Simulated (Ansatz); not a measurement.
For Pt₃SnC (model structure, started from the Ni3MgC type, Pm-3m, No. 221, 5 atoms in the cell), LDA in Ansatz (PAW) gives:

```
Item                  Value
------------------  -------
lattice constant a  4.206 Å
bulk modulus B0     215 GPa
```

Problem. What does PBEsol (Ansatz, a quantum-chemistry and plane-wave program, plane waves, PAW) give for the same quantities?

Solution. 
- lattice constant a: 4.234 Å (rises by 0.7 %)
- bulk modulus: 202 GPa (drops by 6.0 %)

Changes are worked out from the printed values.

Unless a cell is named, each level is at its own relaxed cell (LDA 14.88, PBEsol 15.18 Å³/atom).

Levels without +SOC leave out spin–orbit coupling, which shifts energies and cells of such heavy elements.

Caveats: the bulk modulus is −V dP/dV from two relaxed cells at ±2 % in volume (LDA, PBEsol). Ansatz's density-functional and Hartree–Fock values are scalar-relativistic unless marked +SOC, with PAW data made under PBE.

A model structure was made by putting elements into a prototype or built by hand; it is no filed structure, need not be a known phase, and can be a saddle point held by its symmetry.
